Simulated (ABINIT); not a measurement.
A self-consistent single point of HfH2 (P1, 3 atoms in the cell) with ABINIT.

Computed with PBEsol, PAW (JTH v2.0 PBE PAW, files made for PBE) (plane waves; ABINIT).

The change in words: atoms moved at random. Reference geometry:
```xyz
3
Lattice="-1.7307 1.7307 2.1448 1.7307 -1.7307 2.1448 1.7307 1.7307 -2.1448" Properties=species:S:1:pos:R:3 pbc="T T T"
Hf     0.0000     0.0000     0.0000
H      1.7307     0.0000     1.0724
H      0.0000     1.7307     1.0724
```

Reference input (self-consistent single point, DFT, PBEsol, plane waves, PAW (JTH v2.0 PBE PAW, files made for PBE)): pseudos = [Hf.GGA_PBE-JTH.xml, H.GGA_PBE-JTH.xml]; ecut = 30 Ha; pawecutdg = 60 Ha; pawxcdev = 0; ixc = -116133; occopt = 7; tsmear = 0.00499791 Ha; ngkpt = 9 9 9; nshiftk = 1; shiftk = 0 0 0; potentials = JTH v2.0 PBE PAW; nband = 12. This run's input differs from it in these lines:

```diff
@@ -13,5 +13,5 @@
 xred
-         0.0000000000    0.0000000000    0.0000000000
-         0.2500000000    0.7500000000    0.5000000000
-         0.7500000000    0.2500000000    0.5000000000
+         0.0094060000    0.9808670000    0.9834930000
+         0.2513960000    0.7512220000    0.5082060000
+         0.7391980000    0.2679110000    0.5083010000
 ecut 30
```

Output, abridged:

```
--- !BeginCycle
solver: {iscf: 17, nstep: 50, nline: 4, wfoptalg: 10, }
tolerances: {tolvrs: 1.00E-11, }
...

     iter   Etot(hartree)      deltaE(h)  residm     nres2
 ETOT  1  -50.407857159639    -5.041E+01 2.700E+00 8.442E+00
 ETOT  2  -51.301623416124    -8.938E-01 1.205E-01 1.957E+00
 ETOT  3  -51.297456392435     4.167E-03 4.501E-02 5.006E-02
 ETOT  4  -51.297699021602    -2.426E-04 1.986E-02 1.299E-02
 ETOT  5  -51.297721438028    -2.242E-05 1.219E-02 3.975E-03
   [... 4 lines left out ...]
 ETOT 10  -51.297714154785    -1.641E-12 8.833E-04 8.735E-09
 ETOT 11  -51.297714154779     6.025E-12 6.530E-04 8.615E-11
 ETOT 12  -51.297714154779     2.771E-13 3.865E-04 2.116E-11
 ETOT 13  -51.297714154779    -9.237E-14 1.500E-04 5.261E-13
 At SCF step   13       nres2   =  5.26E-13 < tolvrs=  1.00E-11 =>converged.

 Cartesian components of stress tensor (hartree/bohr^3)
  sigma(1 1)= -4.01428320E-05  sigma(3 2)= -4.77009084E-05
  sigma(2 2)=  6.49796417E-05  sigma(3 1)= -3.16413623E-05
  sigma(3 3)=  2.58613359E-05  sigma(2 1)= -7.16373652E-06

 ----iterations are completed or convergence reached----

 reduced coordinates (array xred) for    3 atoms
       0.009406000000      0.980867000000      0.983493000000
       0.251396000000      0.751222000000      0.508206000000
       0.739198000000      0.267911000000      0.508301000000
 cartesian forces (eV/Angstrom) at end:
    1      1.02258311956011    -0.26185586105857    -0.14535124714424
    2     -0.40716106272281    -0.01016252766625     0.20866270519625
   [... lines left out ...]
 Fermi (or HOMO) energy (eV) =  -0.25500   Average Vxc (eV)= -11.76022
   [... lines left out ...]
'-kT*entropy'       : -2.10093681820116E-04
total_energy        : -5.12977141969816E+01
total_energy_eV     : -1.39588179215464E+03
...

-Cartesian components of stress tensor (GPa)         [Pressure= -4.9720E-01 GPa]
- sigma(1 1)= -1.18104269E+00  sigma(3 2)= -1.40340894E+00
- sigma(2 2)=  1.91176674E+00  sigma(3 1)= -9.30920861E-01
- sigma(3 3)=  7.60866642E-01  sigma(2 1)= -2.10764369E-01

 Calculation completed.
```

The run converged in 13 iterations. Against the reference run the free energy rises by 24.0 meV/atom, the pressure goes from -1.61 to -0.50 GPa and the largest force goes from 0.000 to 1.066 eV/Å.

The starting cell comes from a database of computed structures (which also holds hypothetical and non-ambient phases and stackings), without a prior relaxation at this level. For this run, on top of that: atoms moved at random. The potentials were made for another functional than the one used. Forces in this geometry exceed 1 eV/Å.

Cost on one core of a shared machine: roughly 2 min.
